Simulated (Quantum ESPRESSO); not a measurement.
# Variants of one calculation on Sb (R-3m, 2 atoms in the cell)

```xyz
2
Lattice="2.1438 1.2377 3.7713 -2.1438 1.2377 3.7713 0.0000 -2.4754 3.7713" Properties=species:S:1:pos:R:3 pbc="T T T"
Sb     0.0000     0.0000     3.0351
Sb     0.0000     0.0000     8.2788
```

Base run A: PBE, PSlibrary PAW (PBE) pseudopotentials run with Quantum ESPRESSO, self-consistent single point.

Its settings: ecutwfc = 30 Ry; ecutrho = 180 Ry; occupations = smearing; smearing = mp; degauss = 0.019992 Ry; potentials = {Sb: Sb.pbe-n-kjpaw_psl.1.0.0.UPF}; K_POINTS = automatic 9 9 9 0 0 0; conv_thr = 1e-11 Ry; mixing_beta = 0.4.

The starting cell comes from a database of computed structures (which also holds hypothetical and non-ambient phases and stackings), without a prior relaxation at this level. Its lattice was rescaled by a random factor within 2.5 % of one. In the base run, with a pressure of about 4 GPa the cell is away from its equilibrium volume at this level.

ΔF is the free energy per atom less that of run A. A dash stands where there is no value to compare (another energy zero or no entropy term, no result, no spin, no clean gap, or a mesh too coarse for one). Absolute energies have different zeros for different potentials, functionals, Hubbard and dispersion terms and are not compared across them.

Run A gave: pressure (GPa) 3.64; largest force (eV/Å) 0.444; k-points 85.

Runs:
- B: nosym: default → true
- C: ecutrho: 180 Ry → 120 Ry
- D: input_dft: default → pbesol [PBEsol]
- E: input_dft: default → revpbe; vdw_corr: default → grimme-d3; dftd3_version: default → 4; dftd3_threebody: default → false [revPBE-D3(BJ)]
- F: nbnd: default → 9
- G: degauss: 0.019992 Ry → 0.002205 Ry; K_POINTS: automatic 9 9 9 0 0 0 → automatic 8 8 8 0 0 0
- H: lattice scaled by 0.97; ecutwfc: 30 Ry → 18 Ry; ecutrho: 180 Ry → 108 Ry
- I: input_dft: default → rvv10 [rVV10]
- J: mixing_beta: 0.4 → 0.5

**Question.** What does run E change against A?

**Answer.** The pressure goes from 3.64 to -0.36 GPa and the largest force goes from 0.444 to 0.461 eV/Å.

**Question.** What does run D change against A?

**Answer.** The pressure goes from 3.64 to 1.01 GPa and the largest force goes from 0.444 to 0.389 eV/Å.

| run | ΔF (meV/atom) | pressure (GPa) | largest force (eV/Å) | k-points |
|---|---|---|---|---|
| A | 0.00 | 3.64 | 0.444 | 85 |
| B | 0.00 | 3.64 | 0.444 | 365 |
| C | -0.03 | 3.63 | 0.444 | 85 |
| D | – | 1.01 | 0.389 | 85 |
| E | – | -0.36 | 0.461 | 85 |
| F | 0.00 | 3.64 | 0.444 | 85 |
| G | -1.14 | 3.60 | 0.420 | 65 |
| H | 118.2 | 10.93 | 1.093 | 85 |
| I | – | 5.76 | 0.528 | 85 |
| J | 0.00 | 3.64 | 0.444 | 85 |
